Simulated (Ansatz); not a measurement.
## hypothetical anti-fluorite Tl2Te with two functionals

Base system: Tl₂Te in the anti-fluorite structure (space group Fm-3m, No. 225; a = 7.935 Å; a hypothetical phase, not in the database extracts checked).

(Cell as relaxed with PBE.)

Levels (all Ansatz, an electronic-structure program, PAW): PBE (420 eV, no SOC); PBEsol (420 eV, no spin-orbit coupling).

Each level relaxes its own structure.

```tsv
quantity	PBE	PBEsol
volume per atom	41.64 Å³	37.82 Å³
lattice parameter a	7.935 Å	7.685 Å
```

PBE's volume per atom lies 3.82 Å³ above PBEsol's (10.1 %); PBE's lattice parameter a lies 0.250 Å above PBEsol's (3.3 %). Neither level is exact; PBEsol is the comparison here, not a measurement.

Stability against distortions was not tested. All final runs are without spin polarisation.
